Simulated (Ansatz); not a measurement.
GaP (F-43m), PBEsol with spin-orbit coupling, rigid bands in Ansatz (an electronic-structure program): Condition of this run: hydrostatic pressure -2 GPa (the target of the relaxation). band gap 1.47 eV, N_c = 4.52e19 cm⁻³ and N_v = 2.34e19 cm⁻³ at 300 K, conductivity masses of 0.317 mₑ (electrons) and 0.489 mₑ (holes). Take k_BT = 0.02585 eV.

### Question
Find the intrinsic carrier density and the intrinsic Fermi level.

### Answer
n_i = √(N_c N_v) exp(−E_g/2k_BT) = 3.25e19 × exp(−28.43) = 1.5e7 cm⁻³. The level lies (k_BT/2) ln(N_v/N_c) = -9 meV from mid-gap (positive towards the conduction band). Each 0.1 eV added to the gap lowers n_i by a factor of 6.9.

### Question
What built-in voltage has an abrupt junction with N_A = 1e17 and N_D = 1e17 cm⁻³, all dopants ionised?

### Answer
V_bi = E_g/e − (k_BT/e) ln(N_c N_v/(N_A N_D)) = 1.47 − 0.02585 × 11.57 = 1.17 V. It follows the computed gap one for one.

### Question
A film of it is 2 nm thick. Estimate the confinement energies in an infinite well.

### Answer
ħ²π²/(2m t²) = 0.376 eV·nm²/(m/mₑ × t²) gives 297 meV for electrons and 192 meV for holes, so the gap would widen to about 1.96 eV. Finite barriers and nonparabolic bands lower this, and with several valleys or bands the heaviest mass along the normal sets the lowest level, not this average.

Rigid, parabolic bands with the computed gap; masses take one relaxation time for all states.
